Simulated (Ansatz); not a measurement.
Here is the system:

```xyz
3
Lattice="1.5766 0.9103 5.9841 -1.5766 0.9103 5.9841 0.0000 -1.8205 5.9841" Properties=species:S:1:pos:R:3 pbc="T T T"
Mo     0.0000     0.0000     0.0003
S      0.0000     0.0000    13.5309
S      0.0000     0.0000    10.4045
```

No spin polarisation.

Calculations: PBE-D3(BJ) (Ansatz, a program for electronic structure, PAW, no spin-orbit coupling), earlier PAW set. Γ-centred 12×12×12 mesh, Fermi–Dirac width 0.05 eV.

Q: Predict the smallest direct gap and stress.

A: Smallest direct gap: 1.76 eV
Stress (xx, yy, zz, yz, xz, xy; compression positive): (0.03, 0.03, 0.13, 0.00, 0.00, 0.00) GPa

The cells carry an imposed strain or load. Whether these cells are dynamically stable was not tested. The cell was made from MoS2 in the 3R-MoS2 type structure (space group R3m, No. 160; layered, stacked along the Cartesian z axis) by this change: uniaxial strain ε_zz = −0.23 %.
